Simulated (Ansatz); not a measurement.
## WSe2 (space group Fm-3m, No. 225; a hypothetical phase, not in the database extracts checked)

```cif
data_Se2W
_chemical_formula_sum 'W1 Se2'
_space_group_name_H-M_alt 'P 1'
_space_group_IT_number 1
_cell_length_a 4.32653
_cell_length_b 4.32653
_cell_length_c 4.32653
_cell_angle_alpha 60.000
_cell_angle_beta 60.000
_cell_angle_gamma 60.000
loop_
_space_group_symop_operation_xyz
  'x, y, z'
loop_
_atom_site_label
_atom_site_type_symbol
_atom_site_fract_x
_atom_site_fract_y
_atom_site_fract_z
_atom_site_occupancy
W1 W 0.00000 0.00000 0.00000 1
Se1 Se 0.25000 0.25000 0.25000 1
Se2 Se 0.75000 0.75000 0.75000 1
```

All numbers come from Ansatz (a program for electronic structure), PBEsol, PAW, cutoff 420 eV, without spin-orbit coupling. Settings: 13×13×13 k-points, 0.05 eV Fermi–Dirac smearing.

```yaml
volume_per_atom: 19.09 Å³
density: 9.91 g/cm³
band_gap: zero
total_energy: -7034.811 eV/atom (σ→0; compares only within this code and set-up)
```

No phonon test of stability was made. All final runs are without spin polarisation. WSe2 has a high density of states at the Fermi level and may be magnetic at this level.
